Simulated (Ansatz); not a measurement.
The starting structures come from a database of crystals and need not be the phases stable at ambient conditions.

By LDA and PBEsol, the system below comes out a metal.

Data:

```yaml
crystal:
  lattice:
    - [4.48085, 0.00000, 0.00000]
    - [-2.24043, 3.88053, 0.00000]
    - [2.24043, 1.29351, 0.91465]
  atoms:
    - { symbol: Pt, position: [0.00000, 0.00000, 0.00000] }
```

Space group of this cell: Im-3m, bcc (W type). The cell is taken as given; by PBEsol its mean pressure is -11.0 GPa.

The current runs along the normal of the first two printed vectors, the (111) plane. All runs by Ansatz (an electronic-structure program), plane waves and PAW, without spin-orbit coupling; the base is PBEsol.

| run | mean pressure (GPa) | G/A, both spins (10¹⁵ S/m²) |
|---|---|---|
| base | -11.0 | 1.69 |
| all lengths scaled by 0.98 | 4.6 | ? |
| all lengths scaled by 1.02 | -21.8 | 1.60 |
| lda in place of pbesol | -15.9 | ? |
| lengths across the current scaled by 0.98, ions clamped | -1.0 | ? |
| lengths along the current scaled by 1.03, ions clamped | -16.5 | 1.67 |

Problem. Some entries are withheld; supply them.

Solution. 
- all lengths scaled by 0.98, G/A, both spins (10¹⁵ S/m²): 1.74
- lda in place of pbesol, G/A, both spins (10¹⁵ S/m²): 1.68
- lengths across the current scaled by 0.98, ions clamped, G/A, both spins (10¹⁵ S/m²): 1.74
